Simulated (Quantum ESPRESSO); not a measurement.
Quantum ESPRESSO 7.5, DFT, PBE, plane waves, SSSP 1.1.2 efficiency PBE: 3C-SiC (Si16C16), 32 atoms. Basis and mesh were picked for this test and aren't claimed converged.

```yaml
cell: 8.72, 8.72, 4.36 Å; 90, 90, 90°
task: scf
k mesh: 2×2×3
ecutwfc: 45 Ry
ecutrho: 360 Ry
occupations: fixed
conv_thr: 3.2e-08 Ry
tprnfor: true
tstress: false
k-point pools (-nk): 2
mixing_mode: plain (default)
mixing_beta: 0.7 (default)
mixing_ndim: 8 (default)
k-points computed: 6
bands: 64
electrons: 128
G-vectors of the density: 258041
FFT grid: 100×100×50
symmetry_operations: 8
```

One run each.

All on 8 ranks. Base settings, kept where nothing else is said: diago_david_ndim = 2 (default), diagonalization = david (default), diago_rmm_ndim = 4 (default), diago_rmm_conv = false (default), diago_full_acc = false (default), diago_cg_maxiter = 20 (default) (diago_thr_init not set). The settings tried:
- diagonalization = rmm-paro
- diagonalization = rmm-davidson, diago_rmm_conv = true
- diagonalization = cg
- diagonalization = rmm-davidson, diago_rmm_ndim = 2
- diago_full_acc = true
- diago_thr_init = 1e-05
- diagonalization = rmm-davidson
- diagonalization = rmm-davidson, diago_rmm_ndim = 6
- the base settings
- diagonalization = cg, diago_cg_maxiter = 5
- diago_david_ndim = 3
- diagonalization = paro
- diago_david_ndim = 4

Problem. Name the extremes by SCF iterations: fewest, most, and any that don't converge.

Solution. Fewest SCF iterations, with those close behind: diagonalization = paro (8); diago_david_ndim = 4 (11). Most among those that reach the base run's result: diagonalization = rmm-davidson, diago_rmm_ndim = 6 (27); diagonalization = rmm-davidson (27); diagonalization = rmm-davidson, diago_rmm_conv = true (24). All converged.

| setting | SCF iterations | end |
|---|---|---|
| diagonalization = paro | 8 | converged |
| diago_david_ndim = 4 | 11 | converged |
| diagonalization = cg, diago_cg_maxiter = 5 | 12 | converged |
| diago_david_ndim = 3 | 14 | converged |
| the base settings | 16 | converged |
| diagonalization = rmm-davidson, diago_rmm_ndim = 2 | 16 | converged |
| diago_full_acc = true | 16 | converged |
| diago_thr_init = 1e-05 | 16 | converged |
| diagonalization = cg | 18 | converged |
| diagonalization = rmm-paro | 18 | converged |
| diagonalization = rmm-davidson, diago_rmm_conv = true | 24 | converged |
| diagonalization = rmm-davidson | 27 | converged |
| diagonalization = rmm-davidson, diago_rmm_ndim = 6 | 27 | converged |

An iteration's cost differs between solvers, so these counts don't give the time.
